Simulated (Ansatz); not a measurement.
Consider W in the bcc (W type) structure (space group Im-3m, No. 229; a = 3.1542 Å; relaxed with 0.1 eV smearing). Axes: x, y, z lie along the cube axes.

Computed with DFT with PBEsol, PAW potentials and a 420 eV plane-wave cutoff in Ansatz (a quantum-chemistry and plane-wave program), without spin-orbit coupling.

Modification: biaxial strain +1.50 %, plane normal [001], relaxed out of plane (Cartesian); in-plane vectors clamped, the third vector and the atoms free.

### Question
How does this affect the energy relative to the base and out-of-plane strain?

### Answer
The energy rises by 13 meV/atom; the out-of-plane strain is -1.12 %.

Stability against distortions was not tested. All final runs are without spin polarisation.
